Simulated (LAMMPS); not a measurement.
Molecular dynamics of Si (diamond structure), 1728 atoms, at 1010 K and 0 GPa, heated as the crystal.

Model: classical MD, pair style edip, file Si.edip; code LAMMPS.

* **state found**: crystal; no diffusion seen in 30 ps
* **density**: 2.3214 ± 0.0001 g/cm³
* **volume per atom**: 20.0895 ± 0.0007 Å³
* **enthalpy per atom**: -4.3770 ± 0.0005 eV
* **first peak of g(r)**: 2.36 Å, height 5.2
* **coordination number**: 4.00 (counted to 2.94 Å)
* **most common Si-Si-Si angle**: in the 3° bin centred on 109.5° (mean of all 109°)
* **mean frequency of the velocity spectrum**: 11.4 THz
* **cost**: roughly 2.5 core-minutes

Potential: file Si.edip of the LAMMPS distribution; its header cites Justo, Bazant, Kaxiras, Bulatov and Yip, Phys Rev B, 58, 2539 (1998).

States go by the mean squared displacement: a species diffuses where it passes 1.5 Å², still rises and gives D over 1e-6 cm²/s; a crystal has left its structure where atoms lie 0.35 Å off their sites on average or a cubic box changes its shape by 3 %.

The ± values are statistical; the model's systematic error is not in them.

```tsv
r (Å)	g(r)
1.980	0.000
2.020	0.002
2.060	0.012
2.100	0.077
2.140	0.220
2.180	0.665
2.220	1.49
2.260	2.74
2.300	4.24
2.340	5.21
2.380	5.19
2.420	4.16
2.460	2.63
2.500	1.34
2.540	0.520
2.580	0.175
2.620	0.039
2.660	0.013
2.700	0.001
2.740	0.000
2.780	0.000
2.820	0.000
2.860	0.000
2.900	0.000
2.940	0.000
2.980	0.000
3.020	0.000
3.060	0.000
3.100	0.000
3.140	0.000
3.180	0.000
3.220	0.001
3.260	0.001
3.300	0.005
3.340	0.010
3.380	0.021
3.420	0.053
3.460	0.107
3.500	0.190
3.540	0.392
3.580	0.652
3.620	1.04
3.660	1.61
3.700	2.19
3.740	2.86
3.780	3.37
3.820	3.69
3.860	3.65
3.900	3.36
3.940	2.87
3.980	2.27
4.020	1.63
4.060	1.13
4.100	0.769
4.140	0.578
4.180	0.518
4.220	0.605
4.260	0.791
4.300	1.06
4.340	1.39
4.380	1.77
4.420	2.06
4.460	2.28
4.500	2.36
4.540	2.30
4.580	2.10
4.620	1.83
4.660	1.45
4.700	1.11
4.740	0.786
4.780	0.515
4.820	0.335
4.860	0.184
4.900	0.113
4.940	0.068
4.980	0.046
5.020	0.051
5.060	0.066
5.100	0.109
5.140	0.168
5.180	0.251
5.220	0.339
5.260	0.460
5.300	0.565
5.340	0.685
5.380	0.744
5.420	0.784
5.460	0.784
5.500	0.744
5.540	0.683
5.580	0.639
5.620	0.594
5.660	0.619
5.700	0.706
5.740	0.835
5.780	1.04
5.820	1.21
5.860	1.35
5.900	1.45
5.940	1.45
5.980	1.34
6.020	1.16
```
